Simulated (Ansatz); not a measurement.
Given:

```
HfC
1.0
    3.32283     0.00000     0.00000
    0.00000     3.32283     0.00000
    1.66142    -1.66142     2.28650
Hf C
1 1
Direct
  0.00000   0.00000   0.00000
  0.50000   0.50000   0.00000
```

No spin polarisation.

All numbers come from DFT with PBEsol, PAW potentials and a 420 eV plane-wave cutoff in Ansatz (a program for electronic structure), scalar-relativistic without spin-orbit coupling. k-mesh 22×22×22 (Γ-centred); smearing 0.1 eV (Fermi–Dirac).

### Question
Predict the band gap, in-plane stress and space group.

### Answer
The band gap is zero, the mean in-plane stress (compression positive) is -10.8 GPa and the space group is I4/mmm (No. 139).

The cells carry an imposed strain or load. Stability against distortions was not tested. All final runs are without spin polarisation. The cell was made from HfC in the rock salt structure (space group Fm-3m, No. 225) by this change: biaxial strain +2.00 %, plane normal [001], relaxed out of plane.
